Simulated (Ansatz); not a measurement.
# Bulk modulus B0 of GeRh (Pnma, No. 62) at several levels of theory

No measured value is used here.

| level (code) | value (GPa) | cell (Å³/atom) |
|---|---|---|
| LDA (Ansatz) | 174 | 14.54 |
| PBEsol (Ansatz) | 164 | 14.84 |
| r²SCAN (Ansatz) | 159 | 15.10 |

The crystal itself was run without spin with LDA, PBEsol, r²SCAN; a magnetic state was not tried in these runs. LDA, PBEsol, r²SCAN: the bulk modulus is −V dP/dV from two relaxed cells at ±2 % in volume. Each level is taken at its own relaxed cell. Cutoffs differ between the levels. Ansatz's density-functional and Hartree–Fock values are scalar-relativistic unless marked +SOC, with PAW data made under PBE.

Ansatz is a quantum-chemistry and plane-wave program.
